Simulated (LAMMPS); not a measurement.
MD of SiC (zinc blende) at zero pressure, 1000 atoms, as a liquid; each row is its own run.

Level of theory: classical MD, pair style edip/multi, file SiC.edip, run in LAMMPS.

| T (K) | D(C) (cm²/s) |
|---|---|
| 2030 | 1.34e-5 |
| 2320 | 2.56e-5 |
| 2610 | 4.37e-5 |
| 2900 | 7.54e-5 |
| 3620 | 0.000138 |
| 4060 | 0.000215 |
| 4640 | 0.000317 |

Task: Fit an Arrhenius law, ln y = a + b / x, to these rows (x is the first column, y the second) and predict the run at x = 3190.

Result: Least squares gives a = -5.6595 and b = -11340. The slope times kB gives an activation energy of 0.98 eV. At x = 3190 the fit predicts 9.96e-5 cm²/s. The run itself gave (9.3 ± 0.2) × 10^-5 cm²/s, so the fit is 6.8 % high.

Caution: at ambient pressure real SiC sublimes or decomposes before or as it melts, so this liquid is the model's.

Caution: a run this short can hold a crystal over, or a liquid under, the potential's own melting point, which these runs don't give.

Caution (rows 2610; 3620): enthalpy drifts during the constant-pressure average: a transition or slow ageing; fluctuation values are void.

Errors of D are the spread over four groups of atoms in one short run; a floor of about 5 %, a picked value, is safer.
